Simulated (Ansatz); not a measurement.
**Ti2GaC: response to strain**

The reference is Ti2GaC (space group P6_3/mmc, No. 194; a = 3.0446 Å, c = 13.2925 Å; a cell from a computed database, its experimental status unchecked). Axes: x lies along a and z along c of the hexagonal cell.

Strains are applied to the cell and any free atomic positions relax; under biaxial strain the out-of-plane vector relaxes too.

Computed with PBEsol, PAW, 420 eV (Ansatz, a first-principles code; no spin-orbit coupling).

Notes on the quantities. pressure: mean of the normal stresses, compression positive.

| case | shortest interatomic distance | pressure | space group |
|---|---|---|---|
| base | 3.954 bohr | 0.0 GPa | P6_3/mmc (No. 194) |
| biaxial strain +0.56 %, plane normal [001], relaxed out of plane | 3.965 bohr | -1.3 GPa | P6_3/mmc (No. 194) |
| biaxial strain +3.42 %, plane normal [001], relaxed out of plane | 4.026 bohr | -7.3 GPa | P6_3/mmc (No. 194) |
| uniaxial strain ε_xx = +0.39 % | 3.953 bohr | -0.6 GPa | Cmcm (No. 63) |

Without a gap, meshes like the base's 18×18×4 leave anisotropic stresses uncertain by several tenths of a GPa, and small strain energies with them. Whether these cells are dynamically stable was not tested. The final runs are not spin-polarised.
